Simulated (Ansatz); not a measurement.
Band structure of V3Sn (Pm-3n, 8 atoms in the cell).

```xyz
8
Lattice="4.8166 0.0000 0.0000 0.0000 4.8166 0.0000 0.0000 0.0000 4.8166" Properties=species:S:1:pos:R:3 pbc="T T T"
V      2.4083     1.2042     0.0000
V      2.4083     3.6125     0.0000
V      1.2042     0.0000     2.4083
V      3.6125     0.0000     2.4083
V      0.0000     2.4083     1.2042
V      0.0000     2.4083     3.6125
Sn     2.4083     2.4083     2.4083
Sn     0.0000     0.0000     0.0000
```

Computed with LDA (PW92), PAW files made with PBE (plane waves; Ansatz, an electronic-structure program).

Settings: basis.ecutwfc = 420 eV; kpoints.mp_grid.grid = 5 5 5; hamiltonian.xc = lda; hamiltonian.pseudopotentials = {kind: paw} (the program's default PAW files); scf.occupations.method = fermi_dirac; scf.occupations.width = 0.1 eV; kpoints.band_path.npoints = 8.

The starting cell comes from a database of computed structures (which also holds hypothetical and non-ambient phases and stackings), without a prior relaxation at this level. Its lattice was rescaled by a random factor within 2.5 % of one. Spin polarisation is off.

Levels in eV from the Fermi level, bands 51 to 58:
```csv
point,51,52,53,54,55,56,57,58
Γ,-0.47,-0.47,-0.10,-0.10,1.64,1.64,1.64,2.37
X,-0.70,-0.70,-0.44,-0.44,1.12,1.12,1.60,1.60
M,0.07,0.19,0.19,0.48,0.48,0.55,0.65,0.86
R,0.00,0.00,0.00,0.00,0.16,0.16,0.16,0.16
```

Bands cross the Fermi level along this path, so the cell is metallic at this level.

Keys are those of Ansatz 0.2.
